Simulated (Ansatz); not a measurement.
Take SiC (space group P6_3mc, No. 186; a = 3.079 Å, c = 15.107 Å) as the base.

Computed with PBEsol/PAW in Ansatz (a first-principles code), no spin-orbit coupling.

Base values:

```
Property           Result
---------------  --------
Volume per atom  10.34 Å³
c/a ratio           4.907
```

One thing is altered: cell and atoms relaxed at a pressure of 7.5 GPa.

Question: What does the calculation give for the volume per atom after the change?

Answer: The volume per atom falls by 0.323 Å³ (10.34 Å³ → 10.01 Å³).

Question: What happens to the c/a ratio?

Answer: The c/a ratio hardly moves (4.907 against 4.906).

Load acts through the strain it causes; cell and atoms are relaxed under it. Stability against distortions was not tested. No other phases were tried under pressure.
